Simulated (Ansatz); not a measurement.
A. zinc blende GaAs
B. BP in the zinc blende structure
C. zinc blende SiC
D. AlP in the zinc blende structure

Task: Rank these crystals by direction-averaged lattice thermal conductivity at 300 K, highest first (the linearised phonon Boltzmann equation (three-phonon plus isotope scattering), PBEsol in Ansatz, a first-principles code).

Result: B (580 W/(m K)), C (430 W/(m K)), D (84 W/(m K)), A (41 W/(m K))

 Spin-orbit coupling is not included.

Four-phonon, boundary and defect scattering are left out; adding them would lower the computed value.
